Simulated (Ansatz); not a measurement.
A self-consistent single point of Cr2SbAs (P-6m2, 4 atoms in the cell) with Ansatz (an electronic-structure program).

Computed with PBEsol, default PAW files made with PBE (plane waves; Ansatz).

```
Cr2SbAs
1.0
    3.75300     0.00000     0.00000
   -1.87650     3.25020     0.00000
    0.00000     0.00000     5.78054
Cr Sb As
2 1 1
Direct
  0.66667   0.33333   0.73390
  0.66667   0.33333   0.26610
  0.00000   0.00000   0.00000
  0.33333   0.66667   0.50000
```
Moments meant for the start (each program seeds them in its own way; μB, in the order of the atoms Cr Cr Sb As): 3.0 3.0 0.0 0.0.

Reference input (self-consistent single point, DFT, PBEsol, plane waves, default PAW files made with PBE): basis.ecutwfc = 420 eV; kpoints.mp_grid.grid = 10 10 6; hamiltonian.xc = pbesol; hamiltonian.pseudopotentials = {kind: paw} (the program's default PAW files); magnetization.spin_polarized = true; scf.occupations.method = fermi_dirac; scf.occupations.width = 0.05 eV. This run's input differs from it in these lines:

Ansatz 0.2 input:
```diff
@@ -11,3 +11,3 @@
 basis:
-  ecutwfc: 420.0
+  ecutwfc: 170.0
 kpoints:
```

Output, abridged:

```
SCF iter   1: F=—  HF=-17862.696554 eV  |F-HF|=—  |Δ(HF+E_count)|=         —  Δρ=2.29e-1 (↑2.29e-1 ↓9.92e-2)  dr2=5.11e1  dr2_m=4.18e0  M=3.063 μB ∫|m|=3.199 μB  β_m=0.30  ethr=3.10e-3  ⟨swp⟩=5.8  Hψ=14523  notcnv=0
Mixer restart at iter 1: flushing history
all-band conjugate gradients solve this SCF's bands
preconditioner: auto → Kerker (q_TF=auto, 2.641 Å⁻¹)
spin=Collinear: Kerker preconditioning applied to the charge; magnetization (m = ρ↑ − ρ↓) channel mixes plain (no charge-response kernel on spin).
   [... lines left out ...]
SCF iter  13: F=—  HF=-17831.576197 eV  |F-HF|=—  |Δ(HF+E_count)|=   4.53e-8  Δρ=2.52e-6 (↑2.52e-6 ↓2.18e-6)  dr2=3.15e-8  dr2_m=7.41e-11  M=5.001 μB ∫|m|=5.637 μB  β_m=0.98  ethr=2.36e-10  ⟨swp⟩=2.0  Hψ=5047  notcnv=0  defer=221
SCF iter  14: F=-17831.576197 eV  HF=-17831.576197 eV  |F-HF|=6.92e-9  |Δ(HF+E_count)|=   2.46e-9  Δρ=1.48e-6 (↑1.38e-6 ↓1.48e-6)  dr2=8.22e-9  dr2_m=2.81e-11  M=5.001 μB ∫|m|=5.637 μB  ethr=5.44e-11  ⟨swp⟩=7.2  Hψ=14099  notcnv=0
SCF 1 converged in 14 iterations: F = -17831.576197 eV  dr2 = 8.22e-9
WARN: an SCF from antiferromagnetic starting moments (-3.00, 3.00, 0.00, 0.00 Bohr magnetons, atom by atom) was not made, by what the run has read of turns of …
Magnetization: 5.0010 μB (31.5005 up, 26.4995 down)
   [... lines left out ...]
Absolute magnetization: 5.6342 μB (∫|ρ↑−ρ↓|, with the PAW one-centre terms)
Free energy (F): -17831.576197 eV
Fermi energy:    13.594718 eV
   [... lines left out ...]
  atom   4  As     0.00000000     0.00000000     0.00000000
--- Stress (GPa, compression-positive) ---
      -11.619805       0.000000       0.000000
        0.000000     -11.619805       0.000000
        0.000000       0.000000     -17.103810
  P = ⅓ Tr σ = -13.4478 GPa (-134.478 kbar)
  The stress holds the Pulay correction. Without it, at fixed plane waves, as pw.x and ABINIT print it: P = -793.6289 GPa
```

The run converged in 14 iterations. Against the reference run the free energy rises by 21.9 eV/atom, the pressure goes from -1.82 to -13.45 GPa, the largest force goes from 0.138 to 0.414 eV/Å and the size of the net moment stays at 1.25 μB/atom.

The starting cell comes from a database of computed structures (which also holds hypothetical and non-ambient phases and stackings), without a prior relaxation at this level. Its lattice was rescaled by a random factor within 2.5 % of one. The magnetic order is the one reached from the typed start; others were not searched systematically. The program warned that, by what it read of turns of the moments, another magnetic order lies lower. Ansatz's pressure includes its estimate of the finite-basis (Pulay) stress. Without the estimate this run gives -793.63 GPa. The cutoff lies below the one recommended for these files.
